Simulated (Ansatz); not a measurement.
Defect migration in 4H silicon carbide: C vacancy, charge state +2. All values below come from PBE, PAW (plane waves to 420 eV; Ansatz, a program for electronic structure).

Cell of 72 host sites held at the relaxed PBE lattice; the Γ point alone; Fermi-Dirac width 0.01 eV, spin-restricted; finite-size errors left in. Energies are static. The charge state is imposed; whether it is stable for some Fermi level was not computed. Forms of the defect that were not tried may lie lower.

Barriers: single points on a 2×2×2 k-point mesh shifted by half a step along c at the bands' geometries (they differ from the bands' own by up to 0.49 eV, and are uncertain by about as much).

The step: one C atom jumps into the vacancy from a nearby C site; the atom moves 3.08 Å along (-0.99, -0.99, 0.00) of the unit cell; the moving atom starts with neighbours Si at 1.87, 2 Si at 1.90, Si at 1.93 Å and ends with Si at 1.87, 2 Si at 1.90, Si at 1.93 Å.

Q: What is the computed migration barrier of this step (PBE, PAW)?

A: 5.27 eV, the same both ways. At the saddle the moving atom has neighbours Si at 1.76, 2 Si at 2.20 Å. The check of the saddle point's order was inconclusive, and it lies on a symmetry element of the cell, where a band can be held.
